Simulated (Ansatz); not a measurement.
Base system: TaN in the rock salt structure (space group Fm-3m, No. 225; a = 4.417 Å).

The values are results of PBE, PAW, 420 eV (Ansatz, an electronic-structure program; scalar-relativistic without spin-orbit coupling), not measurements.

Before the change:

- Pressure = 0.0 GPa
- Band gap = zero

Now apply this change: every lattice vector is shortened by 1.91 %; the atoms relax in the strained cell.

Problem. How does this affect the energy relative to the base?

Solution. The energy increases by 39 meV/atom.

Problem. Predict the new pressure.

Solution. The pressure goes from zero to 21.7 GPa.

Problem. What does the calculation give for the band gap after the change?

Solution. The band gap remains zero.

Whether these cells are dynamically stable was not tested. All final runs are without spin polarisation. This is not the structure that TaN has at room temperature and ambient pressure.
